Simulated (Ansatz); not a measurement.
Effect of N interstitial (started 2.00 Å from the nearest host atom), symmetric start on AlN

The parent structure is a 16-atom supercell of AlN in the wurtzite structure (space group P6_3mc, No. 186; a = 3.130 Å, c = 5.018 Å) at its relaxed geometry.

Now apply this change: one N atom is added in an open site, starting 2.00 Å from the nearest host atom, atoms relaxed at fixed cell.

Level of theory: PBE in Ansatz (plane waves to 420 eV, PAW, scalar-relativistic without spin-orbit coupling). Settings: 7×7×7 k-points, 0.01 eV Fermi–Dirac smearing.

| quantity | base | changed | shift |
|---|---|---|---|
| final site of the added atom | – | 3 Al at 1.98 Å (trigonal pyramidal) | – |

The magnetic state is the one reached from the starting moments; the real material's order can differ, and small cells can't hold many antiferromagnetic ones. In so small a cell the defect repeats every few ångströms: this is an ordered compound, not a dilute defect. The defect started on the symmetric site and kept its symmetry, so it may sit on a saddle. The defect cell is spin-polarised and ends with 3.0 μB.

Ansatz is a first-principles code.
